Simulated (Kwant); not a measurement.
System: wire with one Gaussian impurity in a InAs two-dimensional gas. Effective mass 0.023 mₑ, grid spacing 4 nm, hard walls, nominal width 80 nm (19 grid rows, so walls 80 nm apart), one parabolic valley, scattering region 240 nm long along x; energies count from the band bottom; Fermi energy swept from 0.0020436 to 0.043427 eV. Impurity U exp(−r²/2σ²), U = 0.13 eV, σ = 3.5 nm, 16 nm off the axis.

Constants are typed, rounded textbook-type inputs, not results; the design itself was drawn at random and stands for no fabricated device.

Computed with Kwant: effective-mass tight-binding model on a square grid, one spin, coherent transport at 0 K. Conductance is in e²/h.

Density of the scattering states that come in from the left lead, at energy = 0.033342 eV, in bins, relative to the largest site value (x marks bins outside the device):

```
|                   ....                     |
|.:::::::..::::-:..-+*+=::......:::::::::::..|
|-==---=------=+=:.+@@%+--:::----------------|
|=++=====-====+*+:.+@@#=---------==========--|
|-==---=-:-==--++:.-#*-.::::::---------------|
|:--::--:.:=-..-+:..=-.  .:::::::::::::::::::|
|:::..--:.:==. :=-..::.  ..:................:|
|:::::-=:.:=+-.:==:.:-:..::::::::::::::::::::|
|-----=+-::+*=::===--=---------::::::--------|
|----==+=-:=*+-:-==-====---------------------|
|-:----==-:-=+-::----===---------------------|
|-:::-::--:::--::::::---:::::::::::::::::::::|
|-..:-:.:::..::::.:::::::::::::::............|
|-..-=-..--::::::::::::::::::::::::::::::::..|
|=..=#+-:-==--------------------------:::::::|
|+::+%#-:-+++===================-------------|
|=.:=#*-::=+=-------=====--------------------|
|:..:=-:..:-::....:::::::::::................|
|                                            |
```
Scale: ten equal steps from 0.043 (start of ' ') to 1.00 (end of '@'), in the order ' .:-=+*#%@'; x runs from -113 to 113, y from -34.4 (bottom) to 34.4 (top).

The conductance there is 2.73 e²/h with 3 open channel(s) in the leads.
